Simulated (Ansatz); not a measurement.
Partial pair distribution functions of a relaxed model of amorphous Ge₁₉Se₃₈Cu, broadened by 0.06 Å; density 4.61 g/cm³. Level of theory: PBE-D3(BJ), scalar-relativistic without spin-orbit coupling, PAW (Ansatz default set, large-core Se) (plane waves to 420 eV; Ansatz, a first-principles code).

The cell was made by melting and quenching with the CHGNet potential and then relaxed with DFT. The hot cell started wider than the set density and was brought back towards it in steps. It is the lowest in DFT energy of 3 quenches. It is a model cell: composition and starting density were chosen by hand, and all elements were melted together. The geometry includes D3(BJ) dispersion. Its density started from a set value of 4.28 and ended at 4.61 g/cm³. Cooling (nominally 60 K/ps over its main leg) ran many orders faster than in experiment, which tends to leave more defects and strain. One small periodic cell is one sample of the glass; other quenches scatter about these values. Volume and shape were free in the relaxation. On a 2×2×2 Γ-centred mesh force components of up to 0.16 eV/Å stay, since the relaxation ran on one k-point at (1/4, 1/4, 1/4).

| r (Å) | g Ge-Se | g Se-Se | g Ge-Ge |
|---|---|---|---|
| 2.15 | 0.01 | 0.00 | 0.00 |
| 2.25 | 0.78 | 0.09 | 0.00 |
| 2.35 | 6.80 | 0.67 | 0.00 |
| 2.45 | 8.16 | 0.67 | 0.00 |
| 2.55 | 2.90 | 0.09 | 0.00 |
| 2.65 | 1.14 | 0.00 | 0.00 |
| 2.75 | 0.70 | 0.00 | 0.00 |
| 2.85 | 0.08 | 0.02 | 0.02 |
| 2.95 | 0.01 | 0.23 | 0.41 |
| 3.05 | 0.14 | 0.41 | 1.66 |
| 3.15 | 0.41 | 0.46 | 1.47 |
| 3.25 | 0.43 | 1.01 | 0.41 |
| 3.35 | 0.33 | 1.06 | 0.89 |
| 3.45 | 0.98 | 1.18 | 1.04 |
| 3.55 | 1.06 | 1.49 | 2.05 |
| 3.65 | 0.66 | 2.08 | 2.38 |
| 3.75 | 0.82 | 2.20 | 1.26 |
| 3.85 | 0.79 | 3.06 | 0.78 |
| 3.95 | 0.56 | 2.83 | 0.74 |
| 4.05 | 0.38 | 2.43 | 0.89 |
| 4.15 | 0.75 | 1.61 | 0.65 |
| 4.25 | 1.13 | 0.97 | 1.56 |
| 4.35 | 1.36 | 0.68 | 0.94 |
| 4.45 | 1.07 | 0.67 | 0.79 |
| 4.55 | 0.74 | 0.71 | 0.84 |
| 4.65 | 0.88 | 0.67 | 0.50 |
| 4.75 | 1.01 | 0.79 | 0.54 |
| 4.85 | 0.86 | 0.55 | 0.44 |
| 4.95 | 0.83 | 0.49 | 0.34 |
| 5.05 | 0.91 | 0.53 | 0.45 |
| 5.15 | 1.10 | 0.52 | 0.96 |
| 5.25 | 0.94 | 0.75 | 0.69 |
| 5.35 | 1.09 | 0.64 | 0.97 |
| 5.45 | 1.37 | 0.69 | 0.98 |

Within 2.90 Å each Ge has 3.68 Se neighbours on average.
